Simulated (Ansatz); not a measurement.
## AlP under a change: P → Hg

Consider AlP in the zinc blende structure (space group F-43m, No. 216; a = 5.470 Å).

Modification: full substitution P → Hg; the structure is relaxed again.

Computed with Ansatz (a first-principles code), PBEsol, PAW, cutoff 420 eV, spin-orbit coupling left out, earlier PAW set. Settings: 13×13×13 k-points, 0.05 eV Fermi–Dirac smearing, for the changed cell.

```json
[
 {"quantity": "density", "base": "2.35 g/cm³", "changed": "6.91 g/cm³", "shift": "+4.56 g/cm³"},
 {"quantity": "space group", "base": "F-43m (No. 216)", "changed": "F-43m (No. 216)", "shift": "–"},
 {"quantity": "shortest interatomic distance", "base": "2.369 Å", "changed": "2.608 Å", "shift": "+0.2398 Å"},
 {"quantity": "band gap", "base": "1.45 eV", "changed": "zero", "shift": "–"}
]
```

Final structure:

```xyz
2
Lattice="0.0000 3.0120 3.0120 3.0120 0.0000 3.0120 3.0120 3.0120 0.0000" Properties=species:S:1:pos:R:3 pbc="T T T"
Hg     1.5060     1.5060     1.5060
Al     0.0000     0.0000     0.0000
```

Stability against distortions was not tested. As relaxed here, AlHg is a hypothetical phase, not in the database extracts checked.
